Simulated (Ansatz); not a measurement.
Fermi-surface data of Au (Fm-3m)

Consider the following.

```
CELL_PARAMETERS angstrom
      0.00000     2.00796     2.00796
      2.00796     0.00000     2.00796
      2.00796     2.00796     0.00000
ATOMIC_POSITIONS crystal
  Au 0.00000 0.00000 0.00000
```

All values below come from PBEsol, rigid bands (plane waves, PAW, scalar-relativistic; Ansatz, an electronic-structure program). Condition of this run: hydrostatic pressure 10 GPa (the target of the relaxation). How the cell was made: cell and atoms relaxed with PBEsol, then loaded as said.

| Quantity | Result |
|---|---|
| density of states at the Fermi level | 0.274 states/(eV·cell), both spins |
| bare Sommerfeld coefficient | 0.65 mJ/(mol of atoms·K²) |
| Drude plasma energy | 9.2 eV |
| root-mean-square Fermi velocity | 1.4e6 m/s |
| resistivity times τ | 5.8 ×10⁻²² Ω·m·s |
| resistivity times mean free path | 8.1 ×10⁻¹⁶ Ω·m² |

A metal at this level (no band gap); rigid bands, thermally averaged at 300 K, both spins. Spin-orbit coupling is left out, which matters with elements this heavy. τ is one relaxation time for all states; the product of resistivity and mean free path takes one path for all states instead.
